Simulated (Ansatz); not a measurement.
Take AlN in the wurtzite structure (space group P6_3mc, No. 186; a = 3.114 Å, c = 4.983 Å) as the base. Axes: x lies along a and z along c of the hexagonal cell.

Structures relaxed with PBEsol/PAW in Ansatz (a program for electronic structure), no spin-orbit coupling.

Base:

Simulated powder pattern, Cu Kα1, λ = 1.54056 Å (kinematic, ideal powder, no thermal factors, no anomalous dispersion; the 8 strongest lines at most, above 2 %, up to 2θ = 90°):

| 2θ (°) | I/Imax (%) | hkl |
|---|---|---|
| 33.19 | 100 | (100) |
| 36.02 | 62 | (002) |
| 37.90 | 94 | (101) |
| 49.78 | 34 | (102) |
| 59.31 | 61 | (110) |
| 66.00 | 54 | (103) |
| 71.38 | 43 | (112) |
| 72.57 | 15 | (201) |

After one change:

Simulated powder pattern, Cu Kα1, λ = 1.54056 Å (kinematic, ideal powder, no thermal factors, no anomalous dispersion; the 8 strongest lines at most, above 2 %, up to 2θ = 90°):

```
2θ (°)  I/Imax (%)
------  ----------
33.19           49
33.51          100
36.02           93
37.90           48
38.18           94
59.51           61
66.19           55
71.56           42
```

Q: What was done to the base?
A. uniaxial strain ε_xx = −2.40 %
B. uniaxial strain ε_xx = −0.60 %
C. uniaxial strain ε_xx = −1.20 %
D. uniaxial strain ε_xx = −3.00 %

A: C, uniaxial strain ε_xx = −1.20 %. Its volume per atom is 10.34 Å³ against 10.46 Å³, and its space group is Cmc2_1 (No. 36).

Stability against distortions was not tested.
